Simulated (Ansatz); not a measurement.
What 7 layers does to Li

Take Li in the bcc (W type) structure (space group Im-3m, No. 229; a = 3.477 Å) as the base. Axes: x, y, z lie along the cube axes.

The change: a free-standing slab of 7 layers (7 atoms, 1 a layer) is cut normal to [110], with 15 Å of vacuum and the in-plane cell held at bulk.

Computed with plane-wave PAW DFT at the r2SCAN level (Ansatz, an electronic-structure program, 500 eV), no spin-orbit coupling. Settings: 16×16×1 k-points, 0.05 eV Fermi–Dirac smearing, for the changed cell.

| quantity | base | changed | shift |
|---|---|---|---|
| layer's space group (with vacuum) | – | Cmmm (No. 65) | – |
| shortest interatomic distance | 3.012 Å | 2.914 Å | -0.0974 Å |
| band gap | zero | zero | – |
| excess energy per area of both faces (slab less bulk energy over the cell's area: twice a surface energy) (uncertain by up to 0.1 J/m²) | – | 1.0 J/m² | – |
| thickness between the outermost nuclei | – | 14.47 Å | – |
| change of the spacing d12 from its bulk value of 2.459 Å | – | -4.9 % | – |
| change of the spacing d23 from its bulk value of 2.459 Å | – | -1.0 % | – |

Final structure:

```xyz
7
Lattice="3.0116 0.0000 0.0000 -1.0039 2.8393 0.0000 0.0000 0.0000 29.7537" Properties=species:S:1:pos:R:3 pbc="T T T"
Li     0.5019     0.7098     7.6402
Li     1.5058     2.1295     9.9788
Li     2.5096     3.5492    12.4135
Li     3.5135     4.9689    14.8768
Li     4.5174     6.3885    17.3402
Li     5.5212     7.8082    19.7749
Li     6.5251     9.2279    22.1135
```

Cost of the whole job for the changed cell (relaxation, final SCF and bands): roughly 4 core-minutes.

The excess energy carries the mismatch between the slab's and the bulk's meshes. Stability against distortions was not tested.
